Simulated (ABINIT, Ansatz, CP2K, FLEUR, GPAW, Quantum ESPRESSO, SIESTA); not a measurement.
## One structure in several programs: a sheet of TiTe₂ (3 atoms in the cell)

Self-consistent single point.

```
CELL_PARAMETERS angstrom
      3.87702     0.00000     0.00000
     -1.93851     3.35759     0.00000
      0.00000     0.00000    17.17063
ATOMIC_POSITIONS crystal
  Ti 0.00000 0.00000 0.50000
  Te 0.33333 0.66667 0.59233
  Te 0.66667 0.33333 0.40767
```

All programs got the same cell, k-point mesh and kind of occupations (in Ansatz's words: kpoints.mp_grid.grid = 5 5 1; scf.occupations.method = gaussian; scf.occupations.width = 0.1 eV); potentials, basis and cutoffs are each program's usual ones.

```
code                                                                                                                                model  largest force (eV/Å)  k-points           cutoff
----------------  -----------------------------------------------------------------------------------------------------------------------  --------------------  --------  ---------------
ABINIT                                                                                                        PBE, PAW (JTH v2.0 PBE PAW)                 0.916         5            60 Ry
CP2K                                                              PBE, GPW, DZVP-MOLOPT-SR-GTH basis, GTH-PBE potentials (GTH_POTENTIALS)                 1.015        13      grid 600 Ry
Quantum ESPRESSO                                                          PBE, PseudoDojo standard norm-conserving (PBE) pseudopotentials                 0.883         5            85 Ry
GPAW                                                                                         PBE, GPAW PAW datasets PBE (gpaw-data 1.0.1)                 0.874         5           850 eV
FLEUR                                                                        PBE, all-electron FLAPW (FLEUR), scalar-relativistic valence                 0.910         5  Kmax 4.2 1/bohr
SIESTA            GGA PBE, numerical atomic orbitals DZP, PseudoDojo PBE standard norm-conserving potentials (rewritten from UPF to PSML)                 0.932        13      grid 300 Ry
Ansatz                                                                                                             PBE, default PAW files                 0.889         5           420 eV
```

The spread over the programs that give each value: largest force within 0.141 eV/Å.

The starting cell was generated: these elements placed on a structure prototype, without a prior relaxation; it need not be a known phase or ordering of this composition. Its lattice was rescaled in the plane by a random factor within 2.5 % of one. On Ansatz's run: Spin-orbit coupling is off. Spin polarisation is off, so a magnetic state, if there is one, cannot be reached.

Q: Why do the programs differ, and what cannot be compared?

A: Differences of this kind can come from the potentials, where these differ, and from what each basis and cutoff leave unconverged. The valence holds different numbers of electrons (ABINIT 24, CP2K 24, Quantum ESPRESSO 44, GPAW 24, FLEUR 44, SIESTA 44, Ansatz (a program for electronic structure) 44). The zero of total energies and Fermi levels follows the potentials and each program's conventions, so they are not compared here. CP2K and SIESTA use small atom-centred bases, whose incompleteness enters pressures, forces and empty levels differently from a plane-wave cutoff. FLEUR treats all electrons, but the usual bases taken here (sphere radii, linearisation, local orbitals, empty states) were not tested for convergence, so the values are no reference for the others. The programs reduce the same mesh by symmetry to different extents, which changes the work and not the result. In the force vectors, CP2K (by 0.129) lies more than 0.08 eV/Å from the median of the plane-wave programs.

Left out of this page: Elk (failed or unconverged).

Keys are those of Ansatz 0.2.
